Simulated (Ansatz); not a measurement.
Functionals compared on O on the 1x1 (110) surface of bcc Nb, one in a 2x2 cell, started at the site 'hollow Nb-Nb-Nb', in Ansatz (plane waves, PAW). The structure was relaxed with PBE; the other rows are single points on it, each with its references at the same level. Cutoff 420 eV (500 eV for r2SCAN).

Slab: 17 atoms, 6.8 Å thick at the start under the adsorbate (thin: gaps and levels are the slab's own); k 5x5x1, smearing 0.1 eV, dipole-corrected; 8 atoms held, the rest relaxed; held to the start's symmetry, so lower structures may exist; no spin, no spin-orbit, no U, no dispersion correction. At the end it is bonded to 3 Nb. In PBE it is, or lies within 0.03 eV of, the lowest of the starts that converged. These notes are the PBE run's. Adsorption energies are against ½ O2(g). A negative adsorption energy means that the adsorbate is more stable on the surface than in its reference.

```tsv
functional	adsorption energy (eV)	work function of the top face (eV)	change of the work function (eV)	rough cost of the single point
PBE	-4.61	4.42	-0.06	–
RPBE	-4.36	4.26	-0.08	around 2.2 core-minutes (rough)
r2SCAN	?	?	?	roughly 5 core-minutes
```

**Question.** What belongs in the gaps?

**Answer.** 
- r2SCAN, adsorption energy (eV): -4.98
- r2SCAN, work function of the top face (eV): 4.44
- r2SCAN, change of the work function (eV): -0.11

Ansatz is a program for electronic structure.
